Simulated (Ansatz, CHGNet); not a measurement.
For HfO2 (model structure, started from the tetragonal ZrO2 type, P4₂/nmc, No. 137, 6 atoms in the cell; like a known high-temperature phase), the machine-learned potential CHGNet 0.3.0 (trained on PBE and PBE+U data) gives:

| Quantity | Value |
|---|---|
| equilibrium lattice constant a | 3.593 Å |
| lattice parameter c | 5.268 Å |

### Question
What does r²SCAN+rVV10 (Ansatz, an electronic-structure program, PAW) give for the same quantities?

### Answer

- lattice constant a: 3.569 Å (drops by 0.7 %)
- lattice parameter c: 5.175 Å (shrinks by 1.8 %)

Changes are worked out from the printed values.

Unless a cell is named, each level is at its own relaxed cell (CHGNet 0.3.0 11.34, r²SCAN+rVV10 10.99 Å³/atom).

Levels without +SOC leave out spin–orbit coupling, which shifts energies and cells of such heavy elements.

Ansatz's density-functional and Hartree–Fock values are scalar-relativistic unless marked +SOC, with PAW data made under PBE.

A model structure was made by putting elements into a prototype or built by hand; it is no filed structure, need not be a known phase, and can be a saddle point held by its symmetry.
